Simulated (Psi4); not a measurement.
Psi4 1.11, unrestricted BP86/def2-svp: phosphorus nitride cation (N#P), charge +1, multiplicity 2, 2 atoms. The geometry is a generated start, not checked to be a minimum at this level.

- task: energy
- method: bp86
- basis: def2-svp
- memory: 3 GB
- maxiter: 100
- keys of the molecule block: symmetry c1
- scf_type: df (default)
- e_convergence: 1e-06 (default)
- d_convergence: 1e-06 (default)
- dft_radial_points: 75 (default)
- dft_spherical_points: 302 (default)
- basis functions: 32
- grid points: 42159

```xyz
2

N      0.7290    -0.0171     0.0089
P     -0.7290     0.0171    -0.0089
```

Charge 1 and multiplicity 2 are set for this test and not shown to be the ground state.

With the defaults (diis = true, scf_initial_accelerator = adiis, damping_percentage = 0, guess = auto, which took SAD, diis_max_vecs = 10, soscf = false, soscf_start_convergence = 0.01) it converges in 11 SCF iterations. One run each on 2 threads, with these changes:
- guess = core
- diis_max_vecs = 20
- soscf = true, soscf_start_convergence = 0.1
- scf_initial_accelerator = ediis
- damping_percentage = 20
- scf_initial_accelerator = none
- diis = false, scf_initial_accelerator = none, damping_percentage = 60
- diis_max_vecs = 6
- guess = sadno

Which of these changes keep the SCF from converging, or lead it to another solution?

No convergence: diis = false, scf_initial_accelerator = none, damping_percentage = 60 (the run ends without SCF convergence in 100 iterations). The rest reach the solution of the defaults.

| setting | SCF iterations | JK calls | end |
|---|---|---|---|
| soscf = true, soscf_start_convergence = 0.1 | 8 | 34 | same solution |
| the defaults | 11 | 12 | same solution |
| guess = sadno | 11 | 11 | same solution |
| diis_max_vecs = 20 | 11 | 12 | same solution |
| scf_initial_accelerator = ediis | 11 | 12 | same solution |
| scf_initial_accelerator = none | 11 | 12 | same solution |
| diis_max_vecs = 6 | 12 | 13 | same solution |
| guess = core | 15 | 15 | same solution |
| damping_percentage = 20 | 18 | 19 | same solution |
| diis = false, scf_initial_accelerator = none, damping_percentage = 60 | 100 | 101 | no convergence |

An SOSCF iteration holds several JK calls; a Hückel guess adds calls on atoms.
